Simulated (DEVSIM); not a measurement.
Structure: abrupt CdTe n-p junction, at 300 K.

Layer 1 from the left is CdTe, thickness (μm) 58.0, Nd (cm⁻³) 1.2e17, τn (s) 6.4e-9, τp (s) 1.9e-9. Layer 2 from the left is CdTe, thickness (μm) 0.610, Na (cm⁻³) 1.7e17, τn (s) 6.4e-9, τp (s) 6.4e-9.

Left contact: ohmic. Right contact: ohmic. Voltage is applied to the left contact. Recombination: SRH at mid-gap. Mobility is constant in doping.

Constants are typed, rounded textbook-type inputs, not results; the design itself was drawn at random and stands for no fabricated device. Values at 300 K.

CdTe: gap (eV) 1.5, affinity (eV) 4.28, permittivity 10.2, Nc (cm⁻³) 8e17, Nv (cm⁻³) 1.8e19, μn (cm²/Vs) 1000, μp (cm²/Vs) 80.

DEVSIM, 1D drift-diffusion, Boltzmann statistics, complete ionisation; no tunnelling, impact ionisation, image-force lowering or self-heating.

Dark forward current:

| |V| (V) | |J| (A/cm²) |
|---|---|
| 0.05 | 1.985e-11 |
| 0.10 | 7.017e-11 |
| 0.15 | 2.043e-10 |
| 0.20 | 5.656e-10 |
| 0.25 | 1.541e-9 |
| 0.30 | 4.176e-9 |
| 0.35 | 1.131e-8 |
| 0.40 | 3.066e-8 |
| 0.45 | 8.325e-8 |
| 0.50 | 2.265e-7 |
| 0.55 | 6.183e-7 |
| 0.60 | 1.694e-6 |
| 0.65 | 4.672e-6 |
| 0.70 | 1.303e-5 |
| 0.75 | 3.712e-5 |
| 0.80 | 0.0001106 |
| 0.85 | 0.0003593 |
| 0.90 | 0.001352 |
| 0.95 | 0.006156 |
| 1.00 | 0.03341 |
| 1.05 | 0.2038 |
| 1.10 | 1.310 |
| 1.15 | 8.113 |
| 1.20 | 38.57 |
| 1.25 | 111.8 |
| 1.30 | 218.7 |

**Question.** Work out the local ideality factor n = ΔV / (kT/q · ln(J2/J1)) between the rows 0.15 and 0.20 V, 1.05 and 1.10 V, 1.25 and 1.30 V.

**Answer.** kT/q = 25.85 mV. From 0.15 to 0.20 V: ln(5.656e-10/2.043e-10) = 1.018, n = 1.90, near the 2 of recombination in the depletion region. From 1.05 to 1.10 V: ln(1.310/0.2038) = 1.861, n = 1.04, near the 1 of diffusion or emission over a barrier. From 1.25 to 1.30 V: ln(218.7/111.8) = 0.671, n = 2.88; the layers' resistance at their doping, Σ W/(qμN) = 0.00033 Ω cm², would take 35 mV of this step of 50 mV.

**Question.** Estimate the current at 1.05 V from the Shockley equation with J0 = Σ q ni² D/(N L) coth(W/L), τ joining the SRH, radiative and Auger lifetimes that are on, and W taken as the whole layer.

**Answer.** ni² = 9.07e11 cm⁻⁶; holes in the n layer: μ = 80.0 cm²/Vs, D = 2.07 cm²/s, τ = 1.90e-9 s, L = 0.627 μm, W/L = 93, term 3.99e-20 A/cm²; electrons in the p layer: μ = 1000 cm²/Vs, D = 25.9 cm²/s, τ = 6.40e-9 s, L = 4.07 μm, W/L = 0.15, term 3.65e-19 A/cm². J0 = 4.05e-19 A/cm², and J = J0 exp(qV/kT) = 0.177 A/cm². The simulation gives 0.204 A/cm²; the estimate lies 13 % below. The estimate leaves out recombination in the depletion region and that region's share of W.
